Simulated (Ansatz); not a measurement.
The reference is GaN in the zinc blende structure (space group F-43m, No. 216; a = 4.549 Å).

Levels (all Ansatz, a program for electronic structure, PAW, earlier PAW set): PBE (420 eV, no SOC); PBE+SOC (420 eV, with spin-orbit coupling).

The geometry is relaxed with PBE.

```
Item                    Result
-----------------  -----------
PBE band gap           1.54 eV
PBE gap character  direct at Γ
```

Problem. Predict the band gap, hole mass and gap character from PBE+SOC.

Solution. The band gap remains 1.54 eV; the hole mass (degenerate bands, along [100]) comes out as 0.21, 0.92 mₑ (at Γ); the gap character remains direct at Γ. The threefold valence maximum splits by Δso ≈ 13 meV.

Single points use the geometry relaxed with PBE. The spin-orbit shifts are approximate. Effective masses come from finite differences of ±0.01 Å⁻¹. No phonon test of stability was made. This is not the structure that GaN has at room temperature and ambient pressure.
